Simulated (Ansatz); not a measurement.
Base system: AlAs in the zinc blende structure (space group F-43m, No. 216; a = 5.6747 Å). Axes: x, y, z lie along the cube axes.

Computed with PBEsol/PAW in Ansatz (a program for electronic structure), no spin-orbit coupling.

Perturbation: tensor shear ε_xz = +0.79 % (engineering shear γ = 0.0158); the atoms relax in the strained cell.

### Question
Predict the stress tensor and what it implies for the stiffness.

### Answer
Stress of the strained cell less that of the base (GPa, compression positive):
```
   0.01    0.00   -0.81
   0.00   -0.01    0.00
  -0.81    0.00    0.01
```

Then −Δσ/γ with γ = 2ε = 0.0158 gives relaxed-ion elastic constants: C55 ≈ 51 GPa.

Stability against distortions was not tested.
